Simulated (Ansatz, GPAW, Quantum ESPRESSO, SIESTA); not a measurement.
**NiSb (P6_3/mmc, 4 atoms in the cell) computed with different codes at matched settings**

Self-consistent single point.

```
CELL_PARAMETERS angstrom
      1.97836    -3.42662     0.00000
      1.97836     3.42662     0.00000
      0.00000     0.00000     5.16488
ATOMIC_POSITIONS crystal
  Ni 0.00000 0.00000 0.50000
  Ni 0.00000 0.00000 0.00000
  Sb 0.33333 0.66667 0.25000
  Sb 0.66667 0.33333 0.75000
```

Shared settings, as Ansatz (an electronic-structure program) writes them: kpoints.mp_grid.grid = 4 4 3; scf.occupations.method = gaussian; scf.occupations.width = 0.2 eV. Potentials and cutoffs stand in the table.

| code | model | pressure (GPa) | cutoff |
|---|---|---|---|
| SIESTA | GGA PBE, numerical atomic orbitals DZP, PseudoDojo PBE standard norm-conserving potentials (rewritten from UPF to PSML) | 2.98 | grid 350 Ry |
| Ansatz | PBE, default PAW files | 0.87 | default |
| GPAW | PBE, GPAW PAW datasets PBE (gpaw-data 1.0.1) | 0.71 | 800 eV |
| Quantum ESPRESSO | PBE, PSlibrary PAW (PBE) pseudopotentials | 0.55 | 50 Ry |

On Ansatz's run: spin-orbit coupling is off. Spin polarisation is off.

The spread over the programs that give each value: pressure within 2.43 GPa.

SIESTA uses small atom-centred bases, whose incompleteness enters pressures, forces and empty levels differently from a plane-wave cutoff. Ansatz's pressure is given at a fixed set of plane waves, as the other plane-wave codes print theirs; with its correction for the finite basis it is 0.93 GPa. In the pressure, SIESTA (by 2.27) lies more than 1 GPa from the median of the plane-wave programs.

On the base mesh (8 8 5) the same programs gave: Ansatz pressure 0.97 GPa; Quantum ESPRESSO pressure 0.62 GPa; GPAW pressure 0.80 GPa; SIESTA pressure 3.09 GPa.

The starting cell has typed, rounded lattice constants, without a prior relaxation at this level. Its lattice was rescaled by a random factor within 2.5 % of one.

Left out of this page: ABINIT (with a known weakness of the program); CP2K (on another mesh); Elk and FLEUR (not drawn, or without a comparable value).

Keys are those of Ansatz 0.2.
